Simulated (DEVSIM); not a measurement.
Structure: illuminated Si p-on-n cell, one wavelength, with a back-surface field, at 350 K.

Layer 1 from the left is Si, thickness (μm) 0.440, Na (cm⁻³) 1.4e19, τn (s) 3.1e-8, τp (s) 6.1e-8, absorption coefficient (cm⁻¹) 13000. Layer 2 from the left is Si, thickness (μm) 160, Nd (cm⁻³) 1.2e15, τn (s) 1.1e-7, τp (s) 1.1e-7, absorption coefficient (cm⁻¹) 13000. Layer 3 from the left is Si, thickness (μm) 0.960, Nd (cm⁻³) 1.2e18, τn (s) 1.1e-7, τp (s) 1.1e-7, absorption coefficient (cm⁻¹) 13000.

Left contact: ohmic, minority electron recombination velocity 1e6 cm/s. Right contact: ohmic, minority hole recombination velocity 200 cm/s. Voltage is applied to the left contact. Recombination: SRH at mid-gap, radiative, Auger. Light enters at the left, 2.4e17 photons cm⁻² s⁻¹, one pass, no reflection. Mobility is μmin + (μ − μmin)/(1 + (N/Nref)^α).

Constants are typed, rounded textbook-type inputs, not results; the design itself was drawn at random and stands for no fabricated device. Values at 300 K; Nc and Nv go as T^1.5, mobilities as T to minus their exponent, the gap by Varshni's rule with the affinity fixed.

Si: gap (eV) 1.124, affinity (eV) 4.05, permittivity 11.7, Nc (cm⁻³) 2.86e19, Nv (cm⁻³) 3.1e19, μn (cm²/Vs) 1417, μp (cm²/Vs) 470, μn,min 52, μp,min 45, Nref,n 9.7e16, Nref,p 2.2e17, αn 0.68, αp 0.72, T exponent of μn 2.3, T exponent of μp 2.2, B (cm³/s) 4.7e-15, Cn (cm⁶/s) 2.8e-31, Cp (cm⁶/s) 9.9e-32, Varshni α (eV/K) 0.000473, Varshni β (K) 636.

DEVSIM, 1D drift-diffusion, Boltzmann statistics, complete ionisation; no tunnelling, impact ionisation, image-force lowering or self-heating.

### Question
What does the simulation give for the short-circuit current, the fill factor, the open-circuit voltage, the dark forward voltage at 1 A/cm²?

### Answer
short-circuit current 29.2 mA/cm²; fill factor 0.70; open-circuit voltage 0.359 V; dark forward voltage at 1 A/cm² 0.560 V.
